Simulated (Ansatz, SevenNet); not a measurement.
Ladder of methods for the elastic constant C12 of C11b MoSi2

Reference value: 104 GPa (measured, temperature not stated, not corrected to a static lattice; as tabulated in Friák et al. (2018), doi:10.3390/nano8121057).

**Question.** Put these levels in order of the elastic constant C12 that they give for C11b MoSi2, smallest first: PBE (Ansatz, a quantum-chemistry and plane-wave program), PBEsol (Ansatz), SevenNet-0 (SevenNet), SevenNet-l3i5 (SevenNet).

**Answer.** PBE (109 GPa), PBEsol (121 GPa), SevenNet-0 (144 GPa), SevenNet-l3i5 (205 GPa)

Unless a cell is named, each level is at its own relaxed cell (SevenNet-0 13.63, SevenNet-l3i5 13.61, PBE 13.58, PBEsol 13.27 Å³/atom).

Differences against the reference: SevenNet-0 +38 %, SevenNet-l3i5 +97 %, PBE +4.8 %, PBEsol +16.3 %.

The reference has no zero-point or thermal correction, while the calculations are for a static lattice, so the differences are not the levels' errors alone.  Each level is taken at its own relaxed cell. Ansatz's density-functional and Hartree–Fock values are scalar-relativistic unless marked +SOC, with PAW data made under PBE.

Machine-learned potentials (SevenNet-0, SevenNet-l3i5) are trained on DFT data, which may include these solids.

Differences are worked out from the printed values.
